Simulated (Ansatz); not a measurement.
## A computed series for Ta4GaSe8: response to strain

Start from Ta4GaSe8 (space group F-43m, No. 216; a = 10.337 Å). Axes: x, y, z lie along the cube axes.

Strains are applied to the cell and any free atomic positions relax; under biaxial strain the out-of-plane vector relaxes too.

Method: PBEsol (Ansatz, a first-principles code, PAW, no SOC).

Notes on the quantities. energy relative to the base: free energy F; pressure: mean of the normal stresses, compression positive.

| case | energy relative to the base | shortest interatomic distance | space group | pressure |
|---|---|---|---|---|
| base | 0 meV/atom | 2.433 Å | F-43m (No. 216) | 0.0 GPa |
| biaxial strain +1.20 %, plane normal [001], relaxed out of plane | ___ | ___ | I-4m2 (No. 119) | ___ |
| biaxial strain +0.72 %, plane normal [111], relaxed out of plane | +0.6 meV/atom | 2.440 Å | R3m (No. 160) | -0.6 GPa |
| uniaxial strain ε_zz = −2.43 % | +5.3 meV/atom | 2.411 Å | I-4m2 (No. 119) | 2.2 GPa |

Question: Some entries are withheld; estimate them.

Answer: 
- biaxial strain +1.20 %, plane normal [001], relaxed out of plane, energy relative to the base: +2.4 meV/atom
- biaxial strain +1.20 %, plane normal [001], relaxed out of plane, shortest interatomic distance: 2.446 Å
- biaxial strain +1.20 %, plane normal [001], relaxed out of plane, pressure: -1.0 GPa

Without a gap, meshes like the base's 7×7×7 leave anisotropic stresses uncertain by several tenths of a GPa, and small strain energies with them. Whether these cells are dynamically stable was not tested. The final runs are not spin-polarised. An odd electron count without spin: Ta4GaSe8.
